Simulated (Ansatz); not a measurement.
Start from VBiO₄ (space group I4_1/a, No. 88; a = 5.107 Å, c = 11.576 Å). Axes: x, y, z lie along a, b, c of the conventional cell.

Level of theory: Kohn–Sham DFT with the PBEsol functional, run in Ansatz (an electronic-structure program) with PAW and 420 eV plane waves, no SOC.

Strains are applied to the cell and any free atomic positions relax; under biaxial strain the out-of-plane vector relaxes too.

One change was made to it. Results:

```csv
quantity,base,after
band gap,2.13 eV,2.08 eV
"pressure (mean of the normal stresses, compression positive)",0.01 GPa,0.45 GPa
energy relative to the base (free energy F),0 meV/atom,+14 meV/atom
```

**Question.** Name the change that was made.
A. tensor shear ε_xy = +3.56 %
B. isotropic strain −0.63 %
C. biaxial strain +3.53 %, plane normal [001], relaxed out of plane

**Answer.** A, tensor shear ε_xy = +3.56 %. For comparison, the energy relative to the base in the other runs: isotropic strain −0.63 % gives +2.0 meV/atom; biaxial strain +3.53 %, plane normal [001], relaxed out of plane gives +19 meV/atom.

Spin-orbit coupling, missing from the scalar runs, can matter with Bi. Whether these cells are dynamically stable was not tested. Seeded moments were not kept for the base. All final runs are without spin polarisation.
